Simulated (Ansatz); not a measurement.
Gap of an armchair WS2 nanoribbon, N = 15, bare edges at several levels, all on one geometry.

Levels: PBE (plane waves to 420 eV, PAW; Ansatz, a first-principles code); PBE with spin-orbit coupling (Ansatz); r2SCAN (plane waves to 500 eV, PAW; Ansatz). Unmarked values and the geometry are of the first. Mesh 1×1×6. No spin polarisation, so a magnetic state wasn't tested. Isolated but for its images some 11 Å away. An idealised model, cut from the flat sheet. Only distortions within the start's symmetry and period were free. Values not marked SOC lack spin–orbit coupling.

```json
[
 {"level": "PBE", "gap (eV)": "0.48"},
 {"level": "PBE+SOC", "gap (eV)": "?"},
 {"level": "r2SCAN", "gap (eV)": "0.66"}
]
```

Problem. Complete the blanks.

Solution. 
- PBE+SOC, gap (eV): 0.44
